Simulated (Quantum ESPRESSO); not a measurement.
Worked example: self-consistent single point of ZnGe3 (P1, 4 atoms in the cell) in Quantum ESPRESSO.

Level of theory: PBEsol, PSlibrary ultrasoft (PBE) pseudopotentials (plane waves; Quantum ESPRESSO 7.5).

The change in words: atoms moved at random. Reference geometry:
```yaml
crystal:
  lattice:
    - [4.22236, 0.00000, 0.00000]
    - [0.00000, 4.22236, 0.00000]
    - [0.00000, 0.00000, 4.22236]
  atoms:
    - { symbol: Zn, position: [0.00000, 0.00000, 0.00000] }
    - { symbol: Ge, position: [0.00000, 0.50000, 0.50000] }
    - { symbol: Ge, position: [0.50000, 0.00000, 0.50000] }
    - { symbol: Ge, position: [0.50000, 0.50000, 0.00000] }
```

Reference input (self-consistent single point, DFT, PBEsol, plane waves, PSlibrary ultrasoft (PBE) pseudopotentials): ecutwfc = 50 Ry; ecutrho = 300 Ry; occupations = smearing; smearing = gaussian; degauss = 0.0099958 Ry; input_dft = pbesol; potentials = {Zn: Zn.pbe-dn-rrkjus_psl.1.0.0.UPF, Ge: Ge.pbe-n-rrkjus_psl.1.0.0.UPF}; K_POINTS = automatic 10 10 10 0 0 0; conv_thr = 1e-11 Ry. This run's input differs from it in these lines:

```diff
@@ -26,6 +26,6 @@
 ATOMIC_POSITIONS {bohr}
-Zn    0.000000000    0.000000000    0.000000000
-Ge    0.000000000    3.989552000    3.989552000
-Ge    3.989552000    0.000000000    3.989552000
-Ge    3.989552000    3.989552000    0.000000000
+Zn    0.030121118    0.034956455    0.039616251
+Ge    0.077477100    4.023000404    4.003483515
+Ge    3.943368946   -0.028509339    3.885584275
+Ge    3.928128857    3.949664459    0.050419958
 K_POINTS {automatic}
```

Output (repeated stretches shortened):

```
     Self-consistent Calculation

     iteration #  1     ecut=    50.00 Ry     beta= 0.70

     Threshold (ethr) on eigenvalues was too large:
     Diagonalizing with lowered threshold

     total energy              =    -182.96727467 Ry
     estimated scf accuracy    <       0.00992425 Ry

     iteration #  2     ecut=    50.00 Ry     beta= 0.70

     total energy              =    -182.96742146 Ry
     estimated scf accuracy    <       0.00324326 Ry

     iteration #  3     ecut=    50.00 Ry     beta= 0.70

     total energy              =    -182.96840977 Ry
     estimated scf accuracy    <       0.00134001 Ry

   [... 6 blocks of this kind left out ...]

     iteration # 10     ecut=    50.00 Ry     beta= 0.70

     total energy              =    -182.96865161 Ry
     estimated scf accuracy    <          3.8E-11 Ry

     iteration # 11     ecut=    50.00 Ry     beta= 0.70
     End of self-consistent calculation

     Number of k-points >= 100: set verbosity='high' to print the bands.

     the Fermi energy is     7.8559 ev

!    total energy              =    -182.96865161 Ry
     estimated scf accuracy    <          8.3E-13 Ry
     smearing contrib. (-TS)   =      -0.00097654 Ry
     internal energy E=F+TS    =    -182.96767507 Ry

     convergence has been achieved in  11 iterations

     Forces acting on atoms (cartesian axes, Ry/au):

     atom    1 type  1   force =    -0.00408612   -0.00014845   -0.00334237
     atom    2 type  2   force =    -0.00218203    0.00108929    0.00379134
     atom    3 type  2   force =     0.00335315   -0.00067859    0.00162492
     atom    4 type  2   force =     0.00291500   -0.00026226   -0.00207389

     Total force =     0.008685     Total SCF correction =     0.000001

          total   stress  (Ry/bohr**3)                   (kbar)     P=      -43.95
  -0.00029754   0.00000421  -0.00000088          -43.77        0.62       -0.13
   0.00000421  -0.00030058  -0.00000124            0.62      -44.22       -0.18
  -0.00000088  -0.00000124  -0.00029810           -0.13       -0.18      -43.85

   JOB DONE.
```

The run converged in 11 iterations. Against the reference run the free energy rises by 1.5 meV/atom, the pressure goes from -4.58 to -4.39 GPa and the largest force goes from 0.000 to 0.136 eV/Å.

The starting cell comes from a database of computed structures (which also holds hypothetical and non-ambient phases and stackings), without a prior relaxation at this level. For this run, on top of that: atoms moved at random. With a pressure of about -4 GPa the cell is away from its equilibrium volume at this level.

Cost on one core of a shared machine: roughly 6 min.
